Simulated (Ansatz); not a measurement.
WSi₂ (model structure, started from the C54 type, Fddd, No. 70, 6 atoms in the cell), treated with r²SCAN (plane waves, PAW; Ansatz, a program for electronic structure).

Numerical settings: plane-wave cutoff 560 eV, 16×16×16 k mesh, Fermi–Dirac smearing 0.05 eV, no spin polarisation, scalar-relativistic PAW data made under PBE.

Cell (relaxed at this level):

```
WSi2
1.0
    0.00000     3.93350     4.47731
    2.27509     0.00000     4.47731
    2.27509     3.93350     0.00000
Si W
4 2
Direct
  0.66427   0.33573   0.66427
  0.33573   0.66427   0.33573
  0.58573   0.91427   0.58573
  0.91427   0.58573   0.91427
  0.00000   0.00000   0.00000
  0.25000   0.25000   0.25000
```

### Question
Predict the bulk modulus B0.

### Answer

- bulk modulus B0: 234 GPa

Note: the run has no spin polarisation, so it can have missed a magnetic state; the bulk modulus is −V dP/dV from two relaxed cells at ±2 % in volume; the relaxation could raise the start's symmetry but not lower it, so the cell can be a saddle point.

Spin–orbit coupling is not included; it can open a gap where bands touch, and shift volumes and moduli.

The computed numbers hold no vibrational or temperature effects.

A model structure was made by putting elements into a prototype or built by hand; it is no filed structure, need not be a known phase, and can be a saddle point held by its symmetry.
